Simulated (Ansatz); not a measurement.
Take GaN in the wurtzite structure (space group P6_3mc, No. 186) as the base.

```yaml
crystal:
  lattice:
    - [3.21838, 0.00000, 0.00000]
    - [-1.60919, 2.78720, 0.00000]
    - [0.00000, 0.00000, 5.24320]
  atoms:
    - { symbol: Ga, position: [0.66667, 0.33333, 0.00096] }
    - { symbol: Ga, position: [0.33333, 0.66667, 0.50096] }
    - { symbol: N, position: [0.66667, 0.33333, 0.62424] }
    - { symbol: N, position: [0.33333, 0.66667, 0.12424] }
```

Cartesian axes are those of the cell as printed.

Method: PBE, PAW, 420 eV (Ansatz, a first-principles code; without spin-orbit coupling).

Before the change:

The pressure is 0.00 GPa and the volume per atom is 11.76 Å³.

Modification: tensile biaxial strain of 0.79 % in the plane normal to [001], as in epitaxy on a mismatched substrate; the out-of-plane cell vector and the atoms relax.

Q: Estimate the effect on the pressure and volume per atom.

A: The pressure (mean of the normal stresses, compression positive) goes from zero to -2.04 GPa; the volume per atom rises by 0.14 Å³, from 11.76 Å³ to 11.90 Å³.

Stability against distortions was not tested.
